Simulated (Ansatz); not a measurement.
TiO₂ in the anatase structure (space group I4_1/amd, No. 141)

```xyz
6
Lattice="-1.8849 1.8849 4.7758 1.8849 -1.8849 4.7758 1.8849 1.8849 -4.7758" Properties=species:S:1:pos:R:3 pbc="T T T"
Ti     0.0000     1.8849     2.3879
Ti     0.0000     0.0000     0.0000
O      0.0000     1.8849     0.4057
O      0.0000     0.0000     7.5694
O      0.0000     0.0000     1.9822
O      0.0000     1.8849     4.3702
```

Computed with PBEsol in Ansatz (plane waves to 420 eV, PAW, no spin-orbit coupling). Γ-centred 12×12×12 mesh, Fermi–Dirac width 0.05 eV.

| Quantity | Value |
|---|---|
| Volume per atom | 11.31 Å³ |
| Density | 3.91 g/cm³ |
| Band gap | 2.11 eV, indirect, Γ–X (87 % along) → Γ |
| Total energy | -1199.956 eV/atom (σ→0; compares only within this code and set-up) |

Stability against distortions was not tested. The final runs are not spin-polarised.

Ansatz is an electronic-structure program.
